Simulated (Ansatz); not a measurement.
Predicting one run from its neighbours: the energy against the vacuum, a (001) slab of Au (cut from a parent of space group no. 225; 4 atoms in the cell)

```xyz
4
Lattice="2.8763 0.0000 0.0000 -2.8763 2.8763 0.0000 0.0000 0.0000 36.1016" Properties=species:S:1:pos:R:3 pbc="T T T"
Au     0.0000     0.0000    17.0338
Au     1.4382     1.4382    15.0000
Au     0.0000     0.0000    21.1016
Au     1.4382     1.4382    19.0677
```

Method: PBEsol, PAW files made with PBE (plane waves; Ansatz, a quantum-chemistry and plane-wave program).

Base settings: basis.ecutwfc = 30.9 Ry; kpoints.mp_grid.grid = 15 15 1; hamiltonian.xc = pbesol; hamiltonian.pseudopotentials = {kind: paw} (the program's default PAW files); scf.occupations.method = fermi_dirac; scf.occupations.width = 0.0073 Ry.

The last step of the ladder, which sets the zero, is vacuum between outermost atoms (Å) = 30.0.

The starting cell has typed, rounded lattice constants, without a prior relaxation at this level. The slab is cut from that crystal, and its faces are unrelaxed. Its lattice was rescaled by up to half a per cent.

The differences are negative here: closer images bind.

An empirical form: the interaction of two facing surfaces decays exponentially with the gap, by the tails of the wave functions or, on ionic faces, by the in-plane pattern of charges: ln|ΔF| = a + b·d. One k-point is taken across the vacuum.

| vacuum (Å) | size of F less the last step's (meV/atom) | ln of it |
|---|---|---|
| 4.0 | 50.52 | 3.922 |
| 5.0 | 11.88 | 2.475 |
| 6.0 | 2.58 | 0.948 |
| 7.0 | ? | ? |
| 8.0 | 0.13 | -2.040 |

Problem. Fit the line to the 4 rows given and predict the withheld one.

Solution. Means: x̄ = 5.7500, ȳ = 1.3263. Σ(x − x̄)(y − ȳ) = -13.07 and Σ(x − x̄)² = 8.750, so b = -1.494 and a = ȳ − b·x̄ = 9.9168; the decay length is 0.67 Å. The largest residual of the fitted rows is 0.028. At x = 7.0 the line gives -0.541, that is 0.58 meV/atom. The run gave 0.60 meV/atom, a miss of 0.02 meV/atom (3 %). The table is a window of a longer ladder. The rows were chosen because the form fits them, the withheld one included, so this shows the method and is no test of the form.

Left out of this page: 7 runs of the series outside the window shown, repeating another row's setting, or not comparable.

Keys are those of Ansatz 0.2.
